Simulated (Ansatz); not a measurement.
In a (7,0) GaN nanotube, the lowest empty band has its minimum at Γ and lies 0.021 eV higher 0.0356 Å⁻¹ away along the axis.

The numbers are results of PBE (plane waves to 420 eV, PAW; Ansatz, a program for electronic structure), not measurements. Mesh 1×1×6. No spin polarisation. It repeats along c; a and b span vacuum. A hypothetical model, rolled from the flat sheet. It keeps the symmetry and period of its start, so it need not be a minimum against all distortions.

### Question
Estimate the electron mass along the axis.

### Answer
For a parabola ΔE = ħ²Δk²/2m, and ħ²/2mₑ = 3.810 eV Å². So m/mₑ = 3.810 × 0.0356²/0.021 = 0.23. The curvature over a step a third as long gives 0.23; the band is close to a parabola here.
